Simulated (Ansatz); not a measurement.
Convergence study of the plane-wave cutoff for Lu₃TlC (P4mm, 5 atoms in the cell)

```yaml
crystal:
  lattice:
    - [4.73183, 0.00000, 0.00000]
    - [0.00000, 4.73183, 0.00000]
    - [0.00000, 0.00000, 4.73183]
  atoms:
    - { symbol: Lu, position: [0.50000, 0.00000, 0.50000] }
    - { symbol: Lu, position: [0.01057, 0.50000, 0.50000] }
    - { symbol: Lu, position: [0.50000, 0.50000, 0.00000] }
    - { symbol: Tl, position: [0.00000, 0.00000, 0.00000] }
    - { symbol: C, position: [0.50000, 0.50000, 0.50000] }
```

Computed with LDA (PW92), default PAW files made with PBE (plane waves; Ansatz, an electronic-structure program).

Base settings: basis.ecutwfc = 420 eV; kpoints.mp_grid.grid = 5 5 5; hamiltonian.xc = lda; hamiltonian.pseudopotentials = {kind: paw} (the program's default PAW files); scf.occupations.method = gaussian; scf.occupations.width = 0.1 eV.

The second cell is the first with its lattice scaled by 0.98.

The mesh stays at the base's, so the ladder's end is converged at best in this setting alone.

The first pressure column holds Ansatz's estimate of the finite-basis (Pulay) stress, which hides part of the cutoff error; the other is without it.

Only quantities that move along the ladder and can be compared are tabulated.

The count of work is k-points × plane waves × bands × iterations; it is no time. 

The starting cell comes from a database of computed structures (which also holds hypothetical and non-ambient phases and stackings), without a prior relaxation at this level. Its lattice was rescaled by up to half a per cent. One atom was moved a little off its site on purpose. In the base run, with a pressure of about -4 GPa the cell is away from its equilibrium volume at this level.

| basis.ecutwfc | free energy less the last step's (meV/atom) | energy of the compressed cell less the first (meV/atom) | pressure (GPa) | pressure without the Pulay estimate (GPa) | largest difference of a force vector from the last step's (eV/Å) | count of work / last |
|---|---|---|---|---|---|---|
| 145 eV | 36313.88 | -306.88 | -30.23 | -906.93 | 0.597 | 0.070 |
| 170 eV | 16220.43 | 128.79 | 9.67 | -439.07 | 0.183 | 0.082 |
| 190 eV | 8477.05 | 54.73 | -6.36 | -271.90 | 0.126 | 0.089 |
| 210 eV | 4224.91 | -49.62 | -3.76 | -172.22 | 0.121 | 0.095 |
| 230 eV | 1886.79 | -40.76 | -4.45 | -98.78 | 0.120 | 0.11 |
| 250 eV | 756.05 | -2.87 | -3.19 | -49.35 | 0.048 | 0.14 |
| 295 eV | 89.02 | -13.76 | -4.16 | -9.97 | 0.017 | 0.17 |
| 335 eV | 19.64 | -10.77 | -4.03 | -5.12 | 0.011 | 0.20 |
| 380 eV | 5.40 | -10.95 | -4.16 | -4.44 | 0.003 | 0.26 |
| 420 eV | 1.84 | -11.23 | -4.19 | -4.30 | 0.001 | 0.30 |
| 460 eV | 0.71 | -11.31 | -4.20 | -4.23 | 0.000 | 0.30 |
| 505 eV | 0.42 | -11.32 | -4.20 | -4.21 | 0.000 | 0.40 |
| 565 eV | 0.29 | -11.33 | -4.20 | -4.21 | 0.000 | 0.41 |
| 630 eV | 0.17 | -11.33 | -4.20 | -4.21 | 0.000 | 0.55 |
| 735 eV | 0.08 | -11.34 | -4.20 | -4.21 | 0.000 | 0.69 |
| 840 eV | 0.04 | -11.34 | -4.20 | -4.20 | 0.000 | 0.75 |
| 1010 eV | 0.00 | -11.34 | -4.20 | -4.20 | 0.000 | 1.0 |

Coarsest basis.ecutwfc that holds the pressure without the Pulay estimate within 0.1 GPa of the last step, with all finer ones: 420 eV, at 0.30 of the last step's count of work; the step before is off by 0.23 GPa.

Coarsest basis.ecutwfc that holds the pressure within 0.5 GPa of the last step, with all finer ones: 295 eV, at 0.17 of the last step's count of work; the step before is off by 1.0 GPa.

Coarsest basis.ecutwfc that holds the free energy within 5 meV/atom of the last step, with all finer ones: 420 eV, at 0.30 of the last step's count of work; the step before is off by 5.4 meV/atom.

The energy difference between the two cells stays within 1 meV/atom of the last step's from 335 eV on, the total only from 460 eV on: much of the error is common to both cells and cancels.

At the lowest cutoff the pressure without the Pulay estimate lies 903 GPa under the last step's, the usual sign of Pulay stress in an incomplete plane-wave basis.

Keys are those of Ansatz 0.2.
